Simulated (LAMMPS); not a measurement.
Simulation of a melt made from CdTe (zinc blende), 4096 atoms, at 1080 K and 0 GPa, brought to that temperature within a few picoseconds.

Model: classical MD, pair style sw, file CdTeZnSeHgS0.sw, run in LAMMPS.

```yaml
state_found: liquid
density: 5.582 ± 0.003 g/cm³
volume_per_atom: 35.70 ± 0.02 Å³/atom
enthalpy_per_atom: -1.577 ± 0.005 eV/atom
first peak of g(r), Cd-Te: 2.87 Å, height 5.8
coordination number of Cd by Te: 3.97 (counted to 3.82 Å)
coordination number of Te by Cd: 3.97 (counted to 3.82 Å)
most common Te-Cd-Te angle: at the 3° bin centred on 106.5°, after smoothing over three bins (mean of all 107°)
mean frequency of the vibrational (phonon) density of states: 3.2 THz
cost: roughly 5 core-minutes
```

Potential: file CdTeZnSeHgS0.sw of the LAMMPS distribution; its header cites Zhou, Ward, Martin, van Swol, Cruz-Campa, and D. Zubia, Phys. Rev. B, 88, 085309 (2013).

Caution: enthalpy drifts during the constant-pressure average: a transition or slow ageing; fluctuation values are void. Caution: the real compound melts congruently only under the pressure of its own vapour and loses its more volatile element when open. Caution: this liquid lies under the melting point of about 1610 K that CdTeZnSeHgS0.sw gives, so it is undercooled.

States go by the mean squared displacement: a species diffuses where it passes 1.5 Å², still rises and gives D over 1e-6 cm²/s; a crystal has left its structure where atoms lie 0.35 Å off their sites on average or a cubic box changes its shape by 3 %, or the axial ratios of another lie 8 % off the starting cell's, which the potential's own relaxation can also do.

The ± values are statistical; the model's systematic error is not in them.

| frequency (THz) | vibrational (phonon) density of states (1/THz), total | vibrational (phonon) density of states (1/THz), Cd | vibrational (phonon) density of states (1/THz), Te |
|---|---|---|---|
| 0.04500 | 0.0364 | 0.0172 | 0.0193 |
| 0.2240 | 0.0552 | 0.0260 | 0.0292 |
| 0.4030 | 0.0927 | 0.0434 | 0.0493 |
| 0.5825 | 0.1393 | 0.0640 | 0.0754 |
| 0.7615 | 0.1876 | 0.0843 | 0.1033 |
| 0.9405 | 0.2307 | 0.1024 | 0.1283 |
| 1.120 | 0.2606 | 0.1157 | 0.1449 |
| 1.299 | 0.2692 | 0.1211 | 0.1481 |
| 1.478 | 0.2524 | 0.1154 | 0.1370 |
| 1.657 | 0.2147 | 0.0992 | 0.1155 |
| 1.837 | 0.1695 | 0.0781 | 0.0914 |
| 2.016 | 0.1317 | 0.0602 | 0.0715 |
| 2.195 | 0.1097 | 0.0502 | 0.0595 |
| 2.374 | 0.1028 | 0.0474 | 0.0553 |
| 2.553 | 0.1060 | 0.0491 | 0.0569 |
| 2.732 | 0.1152 | 0.0530 | 0.0622 |
| 2.912 | 0.1265 | 0.0574 | 0.0691 |
| 3.090 | 0.1356 | 0.0615 | 0.0741 |
| 3.270 | 0.1411 | 0.0653 | 0.0757 |
| 3.449 | 0.1448 | 0.0696 | 0.0752 |
| 3.628 | 0.1499 | 0.0747 | 0.0752 |
| 3.807 | 0.1584 | 0.0804 | 0.0780 |
| 3.986 | 0.1717 | 0.0875 | 0.0841 |
| 4.165 | 0.1883 | 0.0957 | 0.0926 |
| 4.345 | 0.2051 | 0.1035 | 0.1015 |
| 4.524 | 0.2213 | 0.1107 | 0.1107 |
| 4.703 | 0.2390 | 0.1182 | 0.1208 |
| 4.883 | 0.2546 | 0.1242 | 0.1304 |
| 5.062 | 0.2544 | 0.1221 | 0.1323 |
| 5.240 | 0.2240 | 0.1056 | 0.1184 |
| 5.420 | 0.1669 | 0.0771 | 0.0898 |
| 5.599 | 0.1054 | 0.0476 | 0.0578 |
| 5.778 | 0.0608 | 0.0266 | 0.0341 |
| 5.957 | 0.0363 | 0.0155 | 0.0208 |
| 6.136 | 0.0241 | 0.0102 | 0.0140 |
| 6.316 | 0.0174 | 0.0073 | 0.0101 |
| 6.495 | 0.0131 | 0.0055 | 0.0077 |
| 6.674 | 0.0103 | 0.0043 | 0.0060 |
| 6.853 | 0.0083 | 0.0035 | 0.0048 |
| 7.033 | 0.0069 | 0.0030 | 0.0040 |
| 7.212 | 0.0059 | 0.0026 | 0.0034 |
| 7.390 | 0.0052 | 0.0022 | 0.0029 |
| 7.570 | 0.0046 | 0.0020 | 0.0026 |
| 7.749 | 0.0041 | 0.0018 | 0.0023 |
| 7.928 | 0.0037 | 0.0017 | 0.0020 |
| 8.107 | 0.0033 | 0.0015 | 0.0018 |
| 8.287 | 0.0030 | 0.0014 | 0.0016 |
| 8.465 | 0.0027 | 0.0012 | 0.0015 |
| 8.645 | 0.0024 | 0.0011 | 0.0013 |
| 8.824 | 0.0022 | 0.0010 | 0.0012 |

```tsv
angle (°)	probability per degree, Te-Cd-Te
49.50	0.0000
52.50	0.0003
55.50	0.0009
58.50	0.0012
61.50	0.0017
64.50	0.0021
67.50	0.0024
70.50	0.0036
73.50	0.0038
76.50	0.0053
79.50	0.0064
82.50	0.0079
85.50	0.0095
88.50	0.0114
91.50	0.0136
94.50	0.0162
97.50	0.0178
100.5	0.0207
103.5	0.0227
106.5	0.0245
109.5	0.0251
112.5	0.0225
115.5	0.0219
118.5	0.0184
121.5	0.0157
124.5	0.0119
127.5	0.0092
130.5	0.0073
133.5	0.0056
136.5	0.0042
139.5	0.0034
142.5	0.0029
145.5	0.0026
148.5	0.0020
151.5	0.0016
154.5	0.0014
157.5	0.0013
160.5	0.0012
163.5	0.0008
166.5	0.0008
169.5	0.0008
172.5	0.0004
175.5	0.0003
178.5	0.0001
```
